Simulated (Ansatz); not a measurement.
## Cr₃Ru (Cmmm, No. 65, 4 atoms in the cell; start mp-1226223)

Level of theory: PBEsol (Ansatz, an electronic-structure program, PAW).

Settings: plane-wave cutoff 520 eV, 22×22×8 k mesh (along the axes of the cell as run), Fermi–Dirac smearing 0.05 eV, no spin polarisation, scalar-relativistic PAW data made under PBE.

Cell (relaxed at this level):

```yaml
crystal:
  lattice:
    - [1.41943, -2.09352, 0.00000]
    - [1.41943, 2.09352, 0.00000]
    - [0.00000, 0.00000, 8.00748]
  atoms:
    - { symbol: Cr, position: [0.50000, 0.50000, 0.73798] }
    - { symbol: Cr, position: [0.50000, 0.50000, 0.26202] }
    - { symbol: Cr, position: [0.00000, 0.00000, 0.50000] }
    - { symbol: Ru, position: [0.00000, 0.00000, 0.00000] }
```

```yaml
bulk_modulus: 289 GPa
```

Note: the run has no spin polarisation, so it can have missed a magnetic state; the bulk modulus is −V dP/dV from two relaxed cells at ±2 % in volume; the relaxation could not lower the start's symmetry, so the cell can be a saddle point above a distorted one.

Static lattice: no zero-point or thermal effects.

Cost on a shared machine: about 10 core-minutes (a rough figure).

A start named mp-… is a Materials Project structure, which need not be a measured phase.
